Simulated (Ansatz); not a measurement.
## Ti under a change: pressure 50 GPa

Take Ti in the hcp (Mg type) structure (space group P6_3/mmc, No. 194; a = 2.939 Å, c = 4.650 Å) as the base.

Now apply this change: cell and atoms relaxed at a pressure of 50 GPa.

The values are results of plane-wave PAW DFT at the PBE level (Ansatz, a program for electronic structure, 420 eV), no SOC, earlier PAW set, not measurements. Γ-centred 18×18×10 mesh, Fermi–Dirac width 0.05 eV.

The volume per atom falls by 4.23 Å³, from 17.39 Å³ to 13.16 Å³ and the density increases by 1.47 g/cm³ (4.57 g/cm³ → 6.04 g/cm³). The c/a ratio rises by 0.0213 (1.582 → 1.604) and the shortest interatomic distance falls by 0.461 bohr (5.439 bohr → 4.978 bohr). The band gap is still zero.

Cost of the whole job for the changed cell (relaxation, final SCF and bands): very roughly 60 core-seconds.

Load acts through the strain it causes; cell and atoms are relaxed under it. No phonon test of stability was made. Competing high-pressure phases were not computed. All final runs are without spin polarisation.
